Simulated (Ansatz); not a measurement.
The reference is LaF3 (space group P6_3/mmc, No. 194; a = 4.1293 Å, c = 7.2869 Å).

Modification: Cl takes the place of F on all its sites, then cell and atoms are relaxed.

Levels (all Ansatz, a program for electronic structure, PAW): PBEsol (420 eV, no SOC); PBEsol+SOC (420 eV, with spin-orbit coupling).

The geometry is relaxed with PBEsol.

| Item | Result |
|---|---|
| PBEsol band gap | 3.14 eV |
| PBEsol pressure | 0.00 GPa |
| PBEsol hole mass | 1.3 mₑ along c, 0.90 mₑ across (at K) |

**Question.** Predict the band gap, pressure and hole mass from PBEsol+SOC.

**Answer.** The band gap shrinks by 0.08 eV to 3.06 eV; the pressure stays 0.00 GPa; the hole mass stays 1.3 mₑ along c, 0.90 mₑ across (at K).

Single points use the geometry relaxed with PBEsol. Differences between runs with and without spin-orbit coupling are approximate. Masses are band curvatures over ±0.01 Å⁻¹ around the edge. Stability against distortions was not tested. As relaxed here, LaCl3 is a hypothetical phase, not in the database extracts checked.
